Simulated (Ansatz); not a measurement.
Amorphous cells of Al, O, Ti: the gap between the highest filled and lowest empty level at the zone centre, by PBE and by a single point of r2SCAN on the same geometry (PBE, scalar-relativistic without spin-orbit coupling (plane waves to 420 eV, PAW; Ansatz, a first-principles code); r2SCAN at 500 eV). The networks come from melt-quench runs on the CHGNet potential at compositions and starting densities chosen by hand, with anions pushed apart in the CHGNet dynamics, and DFT then relaxed them. The cells are small and were quenched far faster than real films, so single cells scatter. Defect or tail levels can set these gaps. The rows are the first to finish with both values and no moments.

| cell | PBE gap x (eV) | r2SCAN gap y (eV) |
|---|---|---|
| A (Ti10Al12O38, 3.11 g/cm3) | 1.81 | 2.12 |
| B (Al28O44Ti, 3.12 g/cm3) | 2.44 | 2.78 |
| C (Ti10Al12O38, 3.29 g/cm3) | 2.49 | 2.83 |
| D (Ti20O43Al2, 3.56 g/cm3) | 2.58 | withheld |
| E (Ti10Al12O38, 3.14 g/cm3) | 2.62 | 2.96 |
| F (Ti20O43Al2, 3.56 g/cm3) | 2.69 | 3.01 |

Q: Fit a straight line through the 5 full rows and predict the withheld value for D (Ti20O43Al2, 3.56 g/cm3).

A: Means: x = 2.410, y = 2.740. Slope = Σ(Δx Δy) / Σ(Δx²) = 0.5022 / 0.4898 = 1.03; the r.m.s. residual is 0.010. Prediction: 2.740 + 1.03 × (2.58 − 2.410) = 2.91. The run gave 2.91, 0.00 below the line.
